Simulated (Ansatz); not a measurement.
## Can V₃Ru (Fm-3m) replace Cu in a narrow line?

V3Ru (Fm-3m) has a bulk resistivity ρ₀ of 7.49 μΩ·cm and a mean free path ℓ of 12.6 nm. Cu (Fm-3m): ρ₀ = 1.66 μΩ·cm, ℓ = 40.5 nm. Both at 300 K by PBEsol, DFPT electron-phonon coupling, linearised Boltzmann equation (plane waves, PAW, scalar-relativistic; Ansatz, a quantum-chemistry and plane-wave program); third figures are kept for the arithmetic, and halving the electron mesh moves ρ₀ by up to 3 and 1 % at 300 K, and ℓ by up to 7 and 1 % (the most at any temperature). Cell of V₃Ru (Fm-3m): a = b = c = 4.1770 Å, α = β = γ = 60.00°.

Square wire of width d: ρ − ρ₀ = ρ₀ℓ × [0.75(1 − p)/d + 1.5R/((1 − R)D)], with p = 0.4, R = 0.3, D = d.

**Question.** Reduce the formula and give each metal's size term.

**Answer.** With D = d the size term is Kρ₀ℓ/d, K = 0.75 × 0.6 + 1.5 × 0.3/0.70 = 1.09. V₃Ru (Fm-3m): ρ₀ℓ = 9.4×10⁻¹⁶ Ω·m², ρ = 7.49 + 103/d. Cu: 6.72×10⁻¹⁶ Ω·m², ρ = 1.66 + 73.3/d (μΩ·cm, d in nm).

**Question.** Where, if anywhere, do the two curves cross in favour of V₃Ru (Fm-3m)?

**Answer.** Nowhere: neither ρ₀ nor ρ₀ℓ of V₃Ru (Fm-3m) lies under that of Cu.

**Question.** Give copper a liner of 2.5 nm on each side that carries no current, and suppose that V₃Ru (Fm-3m) needs no liner. Tabulate ρL/d² for L = 1 μm against the trench width w. Take w = 9, 18, 20, 45 nm.

**Answer.** 
| w (nm) | ρ, V₃Ru (Fm-3m) (μΩ·cm) | Ω/μm, V₃Ru (Fm-3m) | core d (nm) | ρ, Cu (μΩ·cm) | Ω/μm, Cu |
|---|---|---|---|---|---|
| 9 | 18.9 | 2300 | 4 | 20.0 | 12500 |
| 18 | 13.2 | 410 | 13 | 7.3 | 430 |
| 20 | 12.6 | 320 | 15 | 6.5 | 290 |
| 45 | 9.8 | 48 | 40 | 3.5 | 22 |

The line of V₃Ru (Fm-3m) has the lower resistance at w = 9, 18 nm. The line of Cu has the lower resistance at w = 20, 45 nm. At 18 nm the two differ by less than the mesh changes allow to tell. For Cu, d lies under 0.3 ℓ at w = 9 nm, where the formula is only a guide.

The formula is the first-order form of the Fuchs-Sondheimer and Mayadas-Shatzkes models for a square wire of an isotropic metal and fails where d lies far under ℓ. Neither p nor R nor D comes from the calculation. ℓ is weighted by the current that each state carries; one path shared by all states gives a smaller ρ₀ℓ, by an amount that differs from metal to metal. ρ₀ is phonon-limited: no impurities, no disorder, and the values belong to this polymorph, stable or not.

Computed structure with no diffraction record at hand here (it may be known, metastable or hypothetical): V3Ru (Fm-3m). Treated as nonmagnetic (a ferromagnetic start lost its moment, other orders weren't tried): V3Ru (Fm-3m).
